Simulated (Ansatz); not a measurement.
Results of r²SCAN+rVV10 (plane waves, PAW; Ansatz, a program for electronic structure) for BiVO4 (I4₁/amd, No. 141, 12 atoms in the cell; start mp-545850; a measured phase of this formula has another space group).

Settings: plane-wave cutoff 500 eV, 8×8×8 k mesh, Fermi–Dirac smearing 0.05 eV, no spin polarisation, scalar-relativistic PAW data made under PBE.

Cell (relaxed at this level):

```
BiVO4
1.0
   -3.63562     3.63562     3.21695
    3.63562    -3.63562     3.21695
    3.63562     3.63562    -3.21695
V Bi O
2 2 8
Cartesian
  3.63562   0.00000   1.60848
  0.00000   0.00000   3.21695
  0.00000   0.00000   0.00000
  0.00000   3.63562   1.60848
  2.31467   3.63562   1.08868
  3.63562  -1.32095   2.69716
  1.32095   0.00000   4.30563
  3.63562   1.32095   2.69716
  2.31467   0.00000   0.51979
  0.00000   1.32095   2.12827
  4.95657   0.00000   0.51979
  3.63562   2.31467  -1.08868
```

Q: Estimate the band gap that the calculation returns.

A: 
band gap: 2.84 eV (on the SCF k mesh)

Note: the relaxation could not lower the start's symmetry, so the cell can be a saddle point above a distorted one.

Spin–orbit coupling is not included; with these elements it can move the gap by several tenths of an eV or more.

The computed numbers hold no vibrational or temperature effects.

Computing time: about 8 core-minutes (a rough figure).

A start named mp-… is a Materials Project structure, which need not be a measured phase.
